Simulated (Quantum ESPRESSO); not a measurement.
Quantum ESPRESSO run on MgZn5 (R32, 6 atoms in the cell): self-consistent single point.

Method: PBEsol, GBRV 1.5 ultrasoft (PBESOL) pseudopotentials (plane waves; Quantum ESPRESSO).

```
MgZn5
1.0
    2.38106     1.37471     4.63556
   -2.38106     1.37471     4.63556
    0.00000    -2.74942     4.63556
Mg Zn
1 5
Direct
  0.50000   0.50000   0.50000
  0.00000   0.67071   0.32929
  0.32929   0.00000   0.67071
  0.67071   0.32929   0.00000
  0.83628   0.83628   0.83628
  0.16372   0.16372   0.16372
```

Reference input (self-consistent single point, DFT, PBEsol, plane waves, GBRV 1.5 ultrasoft (PBESOL) pseudopotentials): ecutwfc = 50 Ry; ecutrho = 250 Ry; occupations = smearing; smearing = mp; degauss = 0.0036749 Ry; potentials = {Mg: mg_pbesol_v1.4.uspp.F.UPF, Zn: zn_pbesol_v1.uspp.F.UPF}; K_POINTS = automatic 5 5 5 0 0 0; conv_thr = 1e-10 Ry; mixing_beta = 0.7. This run's input differs from it in these lines:

```diff
@@ -12,4 +12,4 @@
   ntyp = 2
-  ecutwfc = 50
-  ecutrho = 250
+  ecutwfc = 65
+  ecutrho = 325
   occupations = 'smearing'
```

The program printed (abridged):

```
     Self-consistent Calculation

     iteration #  1     ecut=    65.00 Ry     beta= 0.70

     Threshold (ethr) on eigenvalues was too large:
     Diagonalizing with lowered threshold

     total energy              =   -2430.94592160 Ry
     estimated scf accuracy    <       0.68657406 Ry

     iteration #  2     ecut=    65.00 Ry     beta= 0.70

     total energy              =   -2431.12058933 Ry
     estimated scf accuracy    <       1.30174945 Ry

     iteration #  3     ecut=    65.00 Ry     beta= 0.70
     Minimization algorithm failed to find Fermi energy: reverting to bisection
     Possible cause: smearing is larger than the electronic band-gap.

     total energy              =   -2431.33399030 Ry
     estimated scf accuracy    <       0.00640006 Ry

   [... 6 blocks of this kind left out ...]

     iteration # 10     ecut=    65.00 Ry     beta= 0.70

     total energy              =   -2431.33645274 Ry
     estimated scf accuracy    <          1.1E-09 Ry

     iteration # 11     ecut=    65.00 Ry     beta= 0.70
     End of self-consistent calculation

   [... 6 lines left out ...]

   [... 6 lines left out ...]

     the Fermi energy is    12.9203 ev

!    total energy              =   -2431.33645274 Ry
     estimated scf accuracy    <          5.6E-11 Ry
     smearing contrib. (-TS)   =       0.00001836 Ry
     internal energy E=F+TS    =   -2431.33647110 Ry

     convergence has been achieved in  11 iterations

     Forces acting on atoms (cartesian axes, Ry/au):

     atom    1 type  1   force =     0.00000000    0.00000000    0.00000000
     atom    2 type  2   force =     0.00030905   -0.00053528   -0.00000000
     atom    3 type  2   force =     0.00030905    0.00053528    0.00000000
     atom    4 type  2   force =    -0.00061809    0.00000000    0.00000000
     atom    5 type  2   force =     0.00000000    0.00000000   -0.00057931
   [... lines left out ...]

     Total force =     0.001348     Total SCF correction =     0.000007

          total   stress  (Ry/bohr**3)                   (kbar)     P=      -11.50
  -0.00014442  -0.00000000   0.00000000          -21.24       -0.00        0.00
  -0.00000000  -0.00014442  -0.00000000           -0.00      -21.24       -0.00
  -0.00000000  -0.00000000   0.00005441           -0.00       -0.00        8.00

   JOB DONE.
```

The run converged in 11 iterations. Against the reference run the free energy falls by 8.0 meV/atom, the pressure goes from -1.61 to -1.15 GPa and the largest force stays at 0.016 eV/Å.

The starting cell comes from a database of computed structures (which also holds hypothetical and non-ambient phases and stackings), without a prior relaxation at this level.

Cost on one core of a shared machine: roughly 2 min.
